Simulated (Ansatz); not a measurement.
## Hypothetical cubic perovskite SrSnSe3: pressure series

Consider SrSnSe₃ in the cubic perovskite structure (space group Pm-3m, No. 221; a = 5.323 Å; a hypothetical phase, not in the database extracts checked).

Cell and atoms are relaxed at each pressure.

Computed with PBE (Ansatz, a program for electronic structure; PAW; 420 eV plane waves; scalar-relativistic without spin-orbit coupling).

```csv
P (GPa),V (Å³/atom)
-1.00,30.897
0.30,29.959
0.70,29.702
1.50,29.224
3.00,28.425
5.00,27.522
7.50,26.576
10.00,25.777
```

Fit a third-order Birch–Murnaghan equation of state.

Least squares on P(V) = (3B₀/2)[(V₀/V)^(7/3) − (V₀/V)^(5/3)]·[1 + (3/4)(B₀′ − 4)((V₀/V)^(2/3) − 1)] gives V₀ = 30.16 Å³/atom, B₀ = 44 GPa and B₀′ = 4.7.

Load acts through the strain it causes; cell and atoms are relaxed under it. No phonon test of stability was made. No other phases were tried under pressure. All final runs are without spin polarisation. Many cubic perovskites are stable only at high temperature; tilts and polar distortions were not tested.
